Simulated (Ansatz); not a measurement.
Start from GaP in the zinc blende structure (space group F-43m, No. 216).

```yaml
crystal:
  lattice:
    - [0.00000, 2.69570, 2.69570]
    - [2.69570, 0.00000, 2.69570]
    - [2.69570, 2.69570, 0.00000]
  atoms:
    - { symbol: Ga, position: [0.00000, 0.00000, 0.00000] }
    - { symbol: P, position: [0.25000, 0.25000, 0.25000] }
```

Cartesian axes are those of the cell as printed.

Calculations: LDA, PAW, 420 eV (Ansatz, a program for electronic structure; scalar-relativistic without spin-orbit coupling).

Before the change:

Band gap: 1.38 eV
Valence-band top at Γ: 0.00, 0.00, 0.00 eV

The change: tensile biaxial strain of 1.50 % in the plane normal to [001], as in epitaxy on a mismatched substrate; the out-of-plane cell vector and the atoms relax.

**Question.** Estimate the effect on the energy relative to the base.

**Answer.** The energy rises by 4.0 meV/atom.

**Question.** What happens to the out-of-plane strain?

**Answer.** The out-of-plane strain amounts to -1.36 %.

**Question.** Estimate the effect on the band gap.

**Answer.** The band gap shrinks by 0.24 eV, from 1.38 eV to 1.14 eV.

**Question.** How does this affect the valence-band top at Γ?

**Answer.** The valence-band top at Γ (three highest levels, from the VBM) becomes 0.00, -0.16, -0.16 eV (base: 0.00, 0.00, 0.00 eV).

Whether these cells are dynamically stable was not tested.
